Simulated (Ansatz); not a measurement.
Re (P6_3/mmc), PBEsol, DFPT electron-phonon coupling, linearised Boltzmann equation in Ansatz (a first-principles code): phonon-limited resistivity 9.99 μΩ·cm at 300 K along z (a = (2.75, 0.00, 0.00) Å; b = (-1.37, 2.38, 0.00) Å; c = (0.00, 0.00, 4.45) Å), 13.7 μΩ·cm at 400 K, current-weighted mean free path 5.7 nm, Drude plasma energy 8.77 eV.

Task: What Drude relaxation time do resistivity and plasma energy imply?

Result: ω_p = 1.33e16 s⁻¹, so τ = 1/(ε₀ ω_p² ρ) = 6.37 fs, a damping ħ/τ of 103 meV.

Task: Estimate the resistivity of a 80 nm square wire with diffuse walls from ρ ≈ ρ₀(1 + 3ℓ/4d).

Result: 1 + 0.75 × 5.7/80 = 1.05, so ρ ≈ 10.5 μΩ·cm and a line 1 μm long has 16.4 Ω. The formula is the free-electron limit for d well above ℓ; grain boundaries add to it.

Task: Estimate the electronic thermal conductivity at 300 K by the Wiedemann-Franz law (L₀ = 2.44×10⁻⁸ W·Ω/K²).

Result: L₀T/ρ = 2.44×10⁻⁸ × 300/(9.99×10⁻⁸) = 73.3 W/(m·K). Inelastic scattering puts the true Lorenz number somewhat under L₀ near and below the Debye temperature.

A metal at this level (no band gap). Only scattering by harmonic phonons is included (no impurities, grain boundaries, electron-electron scattering or thermal expansion). Spin-orbit coupling is left out, which matters with elements this heavy. The squared frequency of the phonon mode least converged on the k mesh is uncertain by about 16 %. Halving the electron mesh (24x24x16) moves the resistivity by up to 9 % at 300 K, the mean free path by up to 9 %. Smearing 0.20 eV; phonons on a 6x6x3 q mesh, which this run doesn't test.
